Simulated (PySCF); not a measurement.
PySCF 2.14.0, BP86/def2-svp, df: W(NH)(S)(F)2 ([NH]=[W]([F])([F])=[S]), 6 atoms. The geometry is a generated start, not checked to be a minimum at this level.

```
Property                                            Result
-------------------------  -------------------------------
task                                                energy
method                                                bp86
basis                                             def2-svp
two-electron scheme                        density fitting
mol.max_memory                                     3000 MB
mf.max_cycle                                           100
mf.init_guess                              minao (default)
mf.conv_tol                                1e-09 (default)
mf.grids.level                                 3 (default)
effective core potentials  those of the basis set, past Kr
basis functions                                         97
grid points                                          95424
```

```xyz
6

W      0.0086     0.2308     0.2794
N     -0.1522    -0.8824    -1.1018
H     -0.2041    -1.5242    -1.8948
S      2.0831     0.4479     0.9606
F     -0.6924     1.9206     0.0175
F     -1.0430    -0.1927     1.7391
```

Charge 0 and multiplicity 1 are set for this test and not shown to be the ground state.

With the defaults (mf.DIIS = CDIIS, mf.diis = true, mf.diis_space = 8, mf.diis_damp = 0, mf.damp = 0, mf.diis_start_cycle = 1, mf.level_shift = 0, newton = off) it converges in 16 Fock builds. One run each on 2 threads, 1 BLAS thread, with these changes:
- mf.diis_damp = 0.3
- mf.level_shift = 0.1 Hartree
- mf.diis_space = 20
- mf.diis_space = 5
- mf.diis = false
- mf.DIIS = ADIIS
- mf.damp = 0.7, mf.diis_start_cycle = 8
- newton = Hessian by the SCF's own integrals
- mf.DIIS = EDIIS

Which runs fail or end elsewhere than the default run?

No convergence: mf.DIIS = EDIIS; mf.diis = false (the run ends without SCF convergence in 100 cycles). The rest reach the solution of the defaults.

| setting | Fock builds | end |
|---|---|---|
| mf.diis_damp = 0.3 | 14 | same solution |
| the defaults | 16 | same solution |
| mf.level_shift = 0.1 Hartree | 16 | same solution |
| mf.diis_space = 20 | 16 | same solution |
| mf.damp = 0.7, mf.diis_start_cycle = 8 | 22 | same solution |
| mf.diis_space = 5 | 24 | same solution |
| mf.DIIS = ADIIS | 28 | same solution |
| newton = Hessian by the SCF's own integrals | 47 | same solution |
| mf.DIIS = EDIIS | 101 | no convergence |
| mf.diis = false | 101 | no convergence |

Under newton the count holds the products with the orbital Hessian.
